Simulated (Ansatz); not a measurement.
BAs, pressure series

Take BAs in the zinc blende structure (space group F-43m, No. 216) as the base.

```yaml
crystal:
  lattice:
    - [0.00000, 2.38395, 2.38395]
    - [2.38395, 0.00000, 2.38395]
    - [2.38395, 2.38395, 0.00000]
  atoms:
    - { symbol: B, position: [0.00000, 0.00000, 0.00000] }
    - { symbol: As, position: [0.25000, 0.25000, 0.25000] }
```

Cell and atoms are relaxed at each pressure.

All numbers come from PBEsol in Ansatz (plane waves to 420 eV, PAW, scalar-relativistic without spin-orbit coupling).

Notes on the quantities. hole mass: degenerate bands, along [100]; enthalpy: H = E + PV relative to the base's energy.

```json
[
 {"change": "base", "electron mass": "1.1 mₑ along k, 0.21 mₑ across (off the special points)", "density": "5.25 g/cm³", "hole mass": "0.23 mₑ (at Γ)", "shortest interatomic distance": "2.065 Å", "enthalpy": "–"},
 {"change": "pressure −2 GPa", "electron mass": "1.1 mₑ along k, 0.21 mₑ across (off the special points)", "density": "5.18 g/cm³", "hole mass": "0.22, 0.23, 0.23 mₑ (at Γ)", "shortest interatomic distance": "2.075 Å", "enthalpy": "-0.17 eV/atom"},
 {"change": "pressure −1 GPa", "electron mass": "1.1 mₑ along k, 0.21 mₑ across (off the special points)", "density": "…", "hole mass": "0.22, 0.23, 0.23 mₑ (at Γ)", "shortest interatomic distance": "…", "enthalpy": "-0.08 eV/atom"},
 {"change": "pressure 0.9 GPa", "electron mass": "1.0 mₑ along k, 0.21 mₑ across (off the special points)", "density": "5.29 g/cm³", "hole mass": "0.23 mₑ (at Γ)", "shortest interatomic distance": "2.060 Å", "enthalpy": "+0.08 eV/atom"},
 {"change": "pressure 2.1 GPa", "electron mass": "1.1 mₑ along k, 0.21 mₑ across (off the special points)", "density": "5.33 g/cm³", "hole mass": "0.23 mₑ (at Γ)", "shortest interatomic distance": "2.055 Å", "enthalpy": "+0.18 eV/atom"},
 {"change": "pressure 4.5 GPa", "electron mass": "1.1 mₑ along k, 0.21 mₑ across (off the special points)", "density": "5.41 g/cm³", "hole mass": "0.22, 0.22, 0.24 mₑ (at Γ)", "shortest interatomic distance": "2.044 Å", "enthalpy": "+0.37 eV/atom"},
 {"change": "pressure 9 GPa", "electron mass": "1.1 mₑ along k, 0.21 mₑ across (off the special points)", "density": "5.56 g/cm³", "hole mass": "0.22, 0.22, 0.25 mₑ (at Γ)", "shortest interatomic distance": "2.026 Å", "enthalpy": "+0.74 eV/atom"},
 {"change": "pressure 15 GPa", "electron mass": "1.1 mₑ along k, 0.21 mₑ across (off the special points)", "density": "5.74 g/cm³", "hole mass": "0.21, 0.21, 0.26 mₑ (at Γ)", "shortest interatomic distance": "2.004 Å", "enthalpy": "+1.21 eV/atom"},
 {"change": "pressure 22.5 GPa", "electron mass": "1.1 mₑ along k, 0.21 mₑ across (off the special points)", "density": "5.95 g/cm³", "hole mass": "0.21, 0.21, 0.28 mₑ (at Γ)", "shortest interatomic distance": "1.981 Å", "enthalpy": "+1.78 eV/atom"},
 {"change": "pressure 30 GPa", "electron mass": "1.1 mₑ along k, 0.21 mₑ across (off the special points)", "density": "6.14 g/cm³", "hole mass": "0.21, 0.21, 0.29 mₑ (at Γ)", "shortest interatomic distance": "1.960 Å", "enthalpy": "+2.33 eV/atom"}
]
```

Question: What belongs in the blanks?

Answer: 
- pressure −1 GPa, density: 5.22 g/cm³
- pressure −1 GPa, shortest interatomic distance: 2.069 Å

The levels and masses belong to the bands next to the band gap. Load acts through the strain it causes; cell and atoms are relaxed under it. Masses are band curvatures over ±0.01 Å⁻¹ around the edge. Along k means along the line from Γ to the band edge. Stability against distortions was not tested. No other phases were tried under pressure.

Ansatz is a program for electronic structure.
